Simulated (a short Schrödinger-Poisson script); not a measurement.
Stack: MOS inversion layer, SiO2 on p-type Si(100), at 200 K.

From the gate side: 1.6 nm SiO2; 340 nm Si, acceptors 1.6e18 cm⁻³.

Constants are typed, rounded textbook-type inputs, not results; the design itself was drawn at random and stands for no fabricated device. SiO2: permittivity 3.9, conduction-band edge (eV) 3.15, gap (eV) 9, electron mass (mₑ) 0.5. Si: permittivity 11.7, conduction-band edge (eV) 0, gap (eV) 1.124, Nv at 300 K (cm⁻³) 3.1e19.

Channel valleys (confinement mass, in-plane density-of-states mass, number): Δ2 0.916, 0.19, 2; Δ4 0.19, 0.417, 4. At the gate the conduction-band edge of layer 1 lies 3.32 eV − eVg above the Fermi level of the channel; the field vanishes at the back. Gaps are held at their typed values at every temperature. Mesh 0.03 nm at interfaces.

Solved with a short Schrödinger-Poisson script written for these runs: 1D Poisson equation in equilibrium, electrons quantum, Hartree (BenDaniel-Duke, 12 states a valley, the channel's in-plane mass for all, wave functions free to enter the dielectric), parabolic valleys, classical holes, full ionisation, no traps, pinning or gate leakage.

| Vg (V) | electrons (cm⁻²) | C (μF/cm²) | Δ2 E0 (meV from the Fermi level) | Δ4 E0 (meV from the Fermi level) |
|---|---|---|---|---|
| 0.55 | 5.83e9 | 0.337 | 107.2 | 179.2 |
| 0.6 | 5.23e10 | 0.571 | 69.1 | 142.1 |
| 0.65 | 2.48e11 | 1.06 | 41.7 | 115.6 |
| 0.7 | 5.99e11 | 1.36 | 25.5 | 100.3 |
| 0.75 | 1.03e12 | 1.50 | 14.8 | 90.7 |
| 0.8 | 1.50e12 | 1.58 | 6.9 | 83.8 |
| 0.85 | 1.99e12 | 1.63 | 0.5 | 78.3 |
| 0.9 | 2.50e12 | 1.66 | -5.1 | 73.8 |
| 0.95 | 3.01e12 | 1.68 | -10.0 | 69.8 |
| 1 | 3.54e12 | 1.70 | -14.4 | 66.3 |
| 1.05 | 4.07e12 | 1.71 | -18.6 | 63.1 |
| 1.1 | 4.60e12 | 1.73 | -22.5 | 60.1 |
| 1.15 | 5.14e12 | 1.74 | -26.2 | 57.4 |
| 1.2 | 5.68e12 | 1.75 | -29.8 | 54.7 |

Gate voltages with under 1e9 electrons/cm² are left out.

Problem. At Vg = 1.2 V the lowest Δ2 subband lies at -29.8 meV from the Fermi level. How many electrons does it hold, and what share of all?

Solution. The two-dimensional density of states is g m/(πħ²) = 1.59e11 cm⁻² meV⁻¹ (both spins), kT = 17.2 meV, so n = D kT ln(1 + exp(−E/kT)) = 5.17e12 cm⁻², 0.91 of the 5.68e12 cm⁻² in all.

Problem. Compare the slope of the sheet density between 1.1 and 1.2 V with the geometric capacitance of the layers between gate and channel.

Solution. q Δn/ΔV = 1.73 μF/cm²; ε0/Σ(t/ε) = 2.16 μF/cm². The ratio is 0.80: the channel acts as a further capacitance in series.
